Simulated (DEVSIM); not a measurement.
Device: Pd/TiO2/p-In0.53Ga0.47As capacitor, at 350 K.

Layer 1 from the left is TiO2, thickness (nm) 14.0. Layer 2 from the left is In0.53Ga0.47As, thickness (nm) 1100, Na (cm⁻³) 2.8e17.

Metal gate on the left, work function 5.2 eV. Fixed charge at the semiconductor interface -1.3e10 cm⁻² (in units of +e); no interface traps.

This is a model device: material constants are rounded textbook-type values typed into the input, and sizes, dopings and lifetimes were drawn at random. Values at 300 K; Nc and Nv go as T^1.5, mobilities as T to minus their exponent, the gap by Varshni's rule with the affinity fixed.

TiO2: gap (eV) 3.2, affinity (eV) 3.9, permittivity 60. In0.53Ga0.47As: gap (eV) 0.74, affinity (eV) 4.51, permittivity 13.9, Nc (cm⁻³) 2.1e17, Nv (cm⁻³) 7.7e18, Varshni α (eV/K) 0.00035, Varshni β (K) 190.

DEVSIM, 1D Poisson equation in equilibrium, Boltzmann statistics, complete ionisation; no quantum confinement or tunnelling. Metal contacts follow the ideal Schottky-Mott rule: no Fermi-level pinning, no interface dipoles.

What does the simulation give for the minimum of the low-frequency capacitance?

minimum of the low-frequency capacitance 0.231 μF/cm².
